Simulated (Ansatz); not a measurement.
Output of an Ansatz run (abridged):

```
WARN ansatz: RAYON_NUM_THREADS=1 ignored (pool sized by the plan → 1); use --threads N
Pseudopotentials: kind: paw
Pseudopotential: Rb, paw, valence charge 9
Pseudopotential: H, paw, valence charge 1
Crystal: 2 atoms, lattice volume = 53.411 Å³
Basis set: ecut = 420 eV, 1037 PW (Γ)
Bands: 9, of which v1, the nominal top of the filled ones, is band 5 counted from 1 (4 counted from 0)
Symmetry: 48 space group operations
Space group: Fm-3m (ITA 225), of the structure as read, at distance tolerance 3.8e-5 Å
k-points: 20 of 343
PAW frozen core: Rb, regenerated for the run's functional, and the local potential with it
Initial density: superposition of atomic densities (neutral atoms: chi_scale 0, normalization atom), corrected by the library's trained network
Initial wavefunctions: pseudopotential atomic-orbital guess
Eigensolver: davidson
Functional: x = slater, c = lda
SCF iter   1: F=—  HF=-3186.779545 eV  |F-HF|=—  |Δ(HF+E_count)|=         —  Δρ=8.94e-3  dr2=4.30e-2  ethr=1.77e-3  ⟨swp⟩=5.5  Hψ=1190  notcnv=0  defer=34
all-band conjugate gradients solve this SCF's bands
preconditioner: auto → none
SCF iter   2: F=—  HF=-3186.765300 eV  |F-HF|=—  |Δ(HF+E_count)|=   1.42e-2  Δρ=1.92e-3  dr2=1.34e-3  ethr=4.30e-4  ⟨swp⟩=1.5  Hψ=351  notcnv=0  defer=35
SCF iter   3: F=—  HF=-3186.764992 eV  |F-HF|=—  |Δ(HF+E_count)|=   3.08e-4  Δρ=5.82e-4  dr2=8.68e-5  ethr=1.34e-5  ⟨swp⟩=2.0  Hψ=239  notcnv=0  defer=37
SCF iter   4: F=—  HF=-3186.764980 eV  |F-HF|=—  |Δ(HF+E_count)|=   1.22e-5  Δρ=4.88e-5  dr2=4.73e-7  ethr=8.68e-7  ⟨swp⟩=2.0  Hψ=273  notcnv=0  defer=34
iter 5 did not close the SCF: its close was put off for the readings that it lacked (scf_convergence_deferred on its scf_iter line)
SCF iter   5: F=-3186.764980 eV  HF=-3186.764980 eV  |F-HF|=2.02e-9  |Δ(HF+E_count)|=   5.80e-8  Δρ=5.87e-6  dr2=4.60e-9  ethr=4.73e-9  ⟨swp⟩=1.9  Hψ=242  notcnv=0  defer=34
SCF iter   6: F=-3186.764980 eV  HF=-3186.764980 eV  |F-HF|=5.41e-11  |Δ(HF+E_count)|=   1.52e-9  Δρ=4.38e-7  dr2=8.49e-11  ethr=4.60e-11  ⟨swp⟩=6.2  Hψ=1038  notcnv=0
SCF 1 converged in 6 iterations: F = -3186.764980 eV  dr2 = 8.49e-11
SCF converged after 6 iterations
Free energy (F): -3186.764980 eV
Harris-Foulkes:  -3186.764980 eV  (|F-HF|=5.41e-11)
Internal energy: -3186.764980 eV  (E = F + TS)
E sigma→0 (E₀):  -3186.764980 eV
Fermi energy:    2.023028 eV
--- Per-component energies (eV) ---
  E_band       = -93.278737
  E_kinetic    = 205.071959
  E_local      = -576.607012  (includes V_loc(G=0)·N_el)
  E_nonlocal   = 178.683447
  E_hartree    = 143.582988
  E_xc         = -137.392239
  E_vxc        = -147.248678  (∫ρ·V_xc dr)
  E_paw        = -2523.960073  (= ΣΔE_a)
  E_vpaw       = -40.343261  (= ΣTr[D̂ρ^β])
  E_aug_tail   = -0.001013  (compensation charges beyond the density's cutoff)
  E_ewald      = -476.414296
  E_core_change = 0.271259  (= ΣΔE_core)
  E_smearing   = -0.000000  (= −TS)
  E_closure    = 0.000000  (closes the sum)
  Σ components = -3186.764980   (vs F -3186.764980, Δ=0.00e0)
--- Forces (eV/Å), atoms counted from 1 ---
  atom   1  Rb    -0.00000000     0.00000000     0.00000000
  atom   2  H     -0.00000000     0.00000000    -0.00000000
  max |Σ_I F_I| component: 1.04e-30 eV/Å
--- Stress (GPa, compression-positive) ---
       -1.194491      -0.000000      -0.000000
        0.000000      -1.194491      -0.000000
        0.000000      -0.000000      -1.194491
  P = ⅓ Tr σ = -1.1945 GPa (-11.945 kbar)
  The stress holds the Pulay correction. Without it, at fixed plane waves, as pw.x and ABINIT print it: P = -1.2236 GPa
--- Band table (eV; the first three rows and the last of 20) ---
  k-point 0: bands = ["-23.9810", "-7.8491", "-7.8491", "-7.8491", "0.0743", "8.7557", "8.7557", "8.7557", "8.8195"]
  k-point 1: bands = ["-23.9727", "-7.9659", "-7.8611", "-7.8611", "0.3872", "7.7210", "8.7740", "8.8712", "8.8712"]
  k-point 2: bands = ["-23.9539", "-8.2110", "-7.8879", "-7.8879", "1.1656", "6.0847", "8.6074", "8.6074", "9.0271"]
  k-point 19: bands = ["-23.9233", "-8.2105", "-8.1900", "-8.0194", "1.7165", "6.3898", "6.8753", "8.4962", "11.0180"]
```

The structure:

```xyz
2
Lattice="0.0000 2.9891 2.9891 2.9891 0.0000 2.9891 2.9891 2.9891 0.0000" Properties=species:S:1:pos:R:3 pbc="T T T"
Rb     2.9891     2.9891     2.9891
H      0.0000     0.0000     0.0000
```

### Question
Reconstruct the input of this run.

### Answer
Other spellings and defaults could give the same log, and not every line can be read from it. The input that was run (DFT, LDA (PW92), plane waves, default PAW files made with PBE):

Ansatz 0.2 input:
```yaml
# RbH
crystal:
  lattice:
    - [0.000000, 2.989060, 2.989060]
    - [2.989060, 0.000000, 2.989060]
    - [2.989060, 2.989060, 0.000000]
  atoms:
    - { symbol: Rb, position: [0.500000, 0.500000, 0.500000] }
    - { symbol: H, position: [0.000000, 0.000000, 0.000000] }
basis:
  ecutwfc: 420.0 eV
kpoints:
  mp_grid: { grid: [7, 7, 7] }
hamiltonian:
  xc: lda
  pseudopotentials: { kind: paw }
scf:
  occupations: { method: fixed }
output:
  forces: true
  eigenvalues: true
  stress: true
```

The starting cell comes from a database of computed structures (which also holds hypothetical and non-ambient phases and stackings), without a prior relaxation at this level. Its lattice was rescaled by up to half a per cent. Ansatz's pressure includes its estimate of the finite-basis (Pulay) stress.

Ansatz is an electronic-structure program.
